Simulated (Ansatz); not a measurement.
Take BeTe in the zinc blende structure (space group F-43m, No. 216; a = 5.604 Å) as the base. Axes: x, y, z lie along the cube axes.

Computed with Ansatz (an electronic-structure program), PBEsol, PAW, cutoff 420 eV, without spin-orbit coupling.

For the base:

The volume per atom is 22.00 Å³. The band gap comes out as 1.84 eV and the valence-band top at Γ is 0.00, 0.00, 0.00 eV.

The change: compressive biaxial strain of 0.42 % in the plane normal to [111], as in epitaxy on a mismatched substrate; the out-of-plane cell vector and the atoms relax.

Problem. What does the calculation give for the volume per atom after the change?

Solution. The volume per atom falls by 0.146 Å³, from 22.00 Å³ to 21.86 Å³.

Problem. What happens to the band gap?

Solution. The band gap decreases by 0.034 eV, from 1.84 eV to 1.80 eV.

Problem. What does the calculation give for the valence-band top at Γ after the change?

Solution. The valence-band top at Γ (three highest levels, from the VBM) changes from 0.00, 0.00, 0.00 eV to 0.00, 0.00, -0.05 eV.

With Te present, leaving out spin-orbit coupling can change the band edges. Whether these cells are dynamically stable was not tested.
